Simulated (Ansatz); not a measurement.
For Ba2F (model structure, started from the Ca2N type, R-3m, No. 166, 3 atoms in the cell), PBEsol in Ansatz (plane waves, PAW) gives:

| Item | Value |
|---|---|
| lattice parameter a | 4.144 Å |
| lattice parameter c | 20.713 Å |
| bulk modulus B0 | 19.6 GPa |
| cohesive energy | 3.51 eV/atom |

Problem. What does r²SCAN in Ansatz (PAW) give for the same quantities?

Solution. 
- lattice constant a: 4.258 Å (grows by 2.8 %)
- lattice parameter c: 20.973 Å (increases by 1.3 %)
- bulk modulus: 18.0 GPa (shrinks by 8.2 %)
- cohesive energy: 3.40 eV/atom (falls by 0.11 eV/atom)

Changes are worked out from the printed values.

Unless a cell is named, each level is at its own relaxed cell (PBEsol 34.23, r²SCAN 36.58 Å³/atom).

Caveats: the bulk modulus is −V dP/dV from two relaxed cells at ±2 % in volume (PBEsol, r²SCAN). Ansatz's density-functional and Hartree–Fock values are scalar-relativistic unless marked +SOC, with PAW data made under PBE.

A model structure was made by putting elements into a prototype or built by hand; it is no filed structure, need not be a known phase, and can be a saddle point held by its symmetry.

Ansatz is a program for electronic structure.
